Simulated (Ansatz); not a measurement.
Relaxation of the outer planes of the (0001) surface of hcp Ru in its 1x1 cell, outermost plane spacing 2.15 Å in the ideal cut.

The numbers are results of PBE (plane waves to 420 eV, PAW; Ansatz, an electronic-structure program), not measurements.

Model: 6-atom slab, 10.7 Å thick at the start, 16x16x1 mesh, Fermi-Dirac 0.1 eV, dipole correction, all atoms relaxed; start symmetry kept, larger cells not searched; no spin, no spin-orbit, no U.

```csv
plane,atoms,bulk spacing to the next (Å),relaxed spacing (Å),change (%),rumpling (Å)
1,Ru,2.147,(withheld),(withheld),0.00
2,Ru,2.147,2.150,0.2,0.00
```

### Question
What belongs in the gaps?

### Answer

- 1, relaxed spacing (Å): 2.059
- 1, change (%): -4.1
